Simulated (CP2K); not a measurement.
# A short convergence ladder for LaPb3 (P4mm, 4 atoms in the cell)

```
CELL_PARAMETERS angstrom
      4.93347     0.00000     0.00000
      0.00000     4.93347     0.00000
      0.00000     0.00000     4.93347
ATOMIC_POSITIONS crystal
  La 0.00000 0.00000 0.01013
  Pb 0.00000 0.50000 0.50000
  Pb 0.50000 0.00000 0.50000
  Pb 0.50000 0.50000 0.00000
```

Base method: CP2K with LDA (Pade form), GPW, DZVP-MOLOPT-SR-GTH basis, GTH-PADE potentials (GTH_POTENTIALS).

Base settings: CUTOFF = 500 Ry; REL_CUTOFF = 50 Ry; SMEAR/METHOD = GAUSSIAN; SIGMA = 0.1 eV; KPOINTS/SCHEME = MONKHORST-PACK 3 3 3; XC_FUNCTIONAL = PADE; La/BASIS_SET = DZVP-MOLOPT-SR-GTH-q11; La/POTENTIAL = GTH-PADE-q11; Pb/BASIS_SET = DZVP-MOLOPT-SR-GTH-q4; Pb/POTENTIAL = GTH-PADE-q4.

**The setting rel cutoff**

The mesh stays at the base's, so the ladder's end is converged at best in this setting alone.

Only quantities that move along the ladder and can be compared are tabulated.

| REL_CUTOFF | largest difference of a force vector from the last step's (eV/Å) |
|---|---|
| 20 Ry | 0.012 |
| 30 Ry | 0.000 |
| 40 Ry | 0.000 |
| 50 Ry | 0.000 |
| 60 Ry | 0.000 |
| 80 Ry | 0.000 |
| 100 Ry | 0.000 |

Coarsest REL_CUTOFF that holds the forces within 0.005 eV/Å of the last step, with all finer ones: 30 Ry; the step before is off by 0.012 eV/Å.

On the base run: the starting cell comes from a database of computed structures (which also holds hypothetical and non-ambient phases and stackings), without a prior relaxation at this level. Its lattice was rescaled by up to half a per cent. One atom was moved a little off its site on purpose. Values carry the incompleteness of an atom-centred basis. In the base run, with a pressure of about -4 GPa the cell is away from its equilibrium volume at this level. Without a gap this mesh is coarse (it stands for a supercell whose shortest vector is 15 Å).

Left out of this page: 1 run of the series unsound by tests on forces, stress, charge or solver warnings.
